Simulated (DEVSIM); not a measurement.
Structure: abrupt Si p-n junction, at 250 K.

| layer (left to right) | material | thickness (μm) | Nd (cm⁻³) | Na (cm⁻³) | τn (s) | τp (s) |
|---|---|---|---|---|---|---|
| 1 | Si | 1.90 | - | 1.5e16 | 2e-7 | 2e-7 |
| 2 | Si | 140 | 1.1e16 | - | 2e-7 | 2e-7 |

Left contact: ohmic. Right contact: ohmic. Voltage is applied to the left contact. Recombination: SRH at mid-gap, Auger. Mobility is constant in doping.

The device is made up for the run: typed textbook-type constants, with dimensions and the other settings drawn at random. Values at 300 K; Nc and Nv go as T^1.5, mobilities as T to minus their exponent, the gap by Varshni's rule with the affinity fixed.

```tsv
parameter	Si
gap (eV)	1.124
affinity (eV)	4.05
permittivity	11.7
Nc (cm⁻³)	2.86e19
Nv (cm⁻³)	3.1e19
μn (cm²/Vs)	1417
μp (cm²/Vs)	470
T exponent of μn	2.3
T exponent of μp	2.2
Cn (cm⁶/s)	2.8e-31
Cp (cm⁶/s)	9.9e-32
Varshni α (eV/K)	0.000473
Varshni β (K)	636
```

Model (solved in DEVSIM): 1D drift-diffusion, Boltzmann statistics, complete ionisation; no tunnelling, impact ionisation, image-force lowering or self-heating.

The temperature was swept, all else fixed.

```tsv
temperature (K)	largest field in the device at zero bias (V/cm)	dark forward voltage at 1 A/cm² (V)	potential step across the device at zero bias (V)
250	39000	0.687	0.814
300	36000	0.578	0.723
350	33000	0.466	0.629
400	30000	0.352	0.533
450	26000	0.239	0.433
500	?	?	0.332
```

Problem. What belongs in the gaps?

Solution. 
- 500, largest field in the device at zero bias (V/cm): 22000
- 500, dark forward voltage at 1 A/cm² (V): 0.128
